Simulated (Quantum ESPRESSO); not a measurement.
Quantum ESPRESSO run on MnCu₄Sn (F-43m, 6 atoms in the cell): self-consistent single point.

Method of the run: PBEsol, PseudoDojo standard norm-conserving (PBESOL) pseudopotentials (plane waves; Quantum ESPRESSO).

The change in words: lattice scaled by 0.98. Reference geometry:
```
CELL_PARAMETERS angstrom
      0.00000     3.49673     3.49673
      3.49673     0.00000     3.49673
      3.49673     3.49673     0.00000
ATOMIC_POSITIONS crystal
  Mn 0.75000 0.75000 0.75000
  Cu 0.37550 0.37550 0.37550
  Cu 0.87350 0.37550 0.37550
  Cu 0.37550 0.37550 0.87350
  Cu 0.37550 0.87350 0.37550
  Sn 0.00000 0.00000 0.00000
```
Moments meant for the start (each program seeds them in its own way; μB, in the order of the atoms Mn Cu Cu Cu Cu Sn): 4.0 0.0 0.0 0.0 0.0 0.0.

Reference input (self-consistent single point, DFT, PBEsol, plane waves, PseudoDojo standard norm-conserving (PBESOL) pseudopotentials): ecutwfc = 100 Ry; occupations = smearing; smearing = fermi-dirac; degauss = 0.0073499 Ry; nspin = 2; potentials = {Mn: Mn.upf, Cu: Cu.upf, Sn: Sn.upf}; K_POINTS = automatic 5 5 5 0 0 0; conv_thr = 1e-10 Ry; mixing_beta = 0.4. This run's input differs from it in these lines:

```diff
@@ -37,5 +37,5 @@
 CELL_PARAMETERS angstrom
-   0.000000000     3.496725000     3.496725000
-   3.496725000     0.000000000     3.496725000
-   3.496725000     3.496725000     0.000000000
+   0.000000000     3.426790000     3.426790000
+   3.426790000     0.000000000     3.426790000
+   3.426790000     3.426790000     0.000000000
```

Log, with long lists cut:

```
     Self-consistent Calculation

     iteration #  1     ecut=   100.00 Ry     beta= 0.40

     total energy              =   -1885.32821582 Ry
     estimated scf accuracy    <       9.82983025 Ry

     total magnetization       =     1.77 Bohr mag/cell
     absolute magnetization    =     1.87 Bohr mag/cell

     iteration #  2     ecut=   100.00 Ry     beta= 0.40

     total energy              =   -1890.01863699 Ry
     estimated scf accuracy    <      28.89920314 Ry

     total magnetization       =     0.10 Bohr mag/cell
     absolute magnetization    =     0.13 Bohr mag/cell

     iteration #  3     ecut=   100.00 Ry     beta= 0.40

   [... lines left out ...]
     estimated scf accuracy    <          7.4E-10 Ry

     total magnetization       =     4.53 Bohr mag/cell
     absolute magnetization    =     4.58 Bohr mag/cell

     iteration # 20     ecut=   100.00 Ry     beta= 0.40

     Magnetic moment per site  (integrated on atomic sphere of radius R)
     atom   1 (R=0.242)  charge= 13.6910  magn=  3.9699
     atom   2 (R=0.205)  charge= 17.5698  magn=  0.0839
     atom   3 (R=0.205)  charge= 17.5698  magn=  0.0839
     atom   4 (R=0.205)  charge= 17.5698  magn=  0.0839
     atom   5 (R=0.205)  charge= 17.5698  magn=  0.0839
     atom   6 (R=0.242)  charge= 11.7900  magn=  0.0078
     End of self-consistent calculation

   [... 5 lines left out ...]

   [... 5 lines left out ...]

   [... 5 lines left out ...]

   [... 5 lines left out ...]

     the Fermi energy is    17.2307 ev

!    total energy              =   -1890.54018712 Ry
     estimated scf accuracy    <          5.9E-11 Ry
     smearing contrib. (-TS)   =      -0.00432687 Ry
     internal energy E=F+TS    =   -1890.53586025 Ry

     total magnetization       =     4.53 Bohr mag/cell
     absolute magnetization    =     4.58 Bohr mag/cell

     convergence has been achieved in  20 iterations

     Forces acting on atoms (cartesian axes, Ry/au):

     atom    1 type  1   force =     0.00000000   -0.00000000    0.00000000
     atom    2 type  2   force =     0.00018045    0.00018045    0.00018045
   [... lines left out ...]

     Total force =     0.000625     Total SCF correction =     0.000023

          total   stress  (Ry/bohr**3)                   (kbar)     P=       12.05
   0.00008192   0.00000000  -0.00000000           12.05        0.00       -0.00
   0.00000000   0.00008192  -0.00000000            0.00       12.05       -0.00
  -0.00000000   0.00000000   0.00008192           -0.00        0.00       12.05

   JOB DONE.
```

The run converged in 20 iterations. Against the reference run the free energy falls by 13.7 meV/atom, the pressure goes from -6.04 to 1.21 GPa, the largest force goes from 0.019 to 0.008 eV/Å and the size of the net moment moves little (0.77 to 0.76 μB/atom).

The starting cell comes from a database of computed structures (which also holds hypothetical and non-ambient phases and stackings), without a prior relaxation at this level. For this run, on top of that: lattice scaled by 0.98. With one magnetic atom in the cell only a parallel order is possible.

Cost on one core of a shared machine: roughly 6 min.
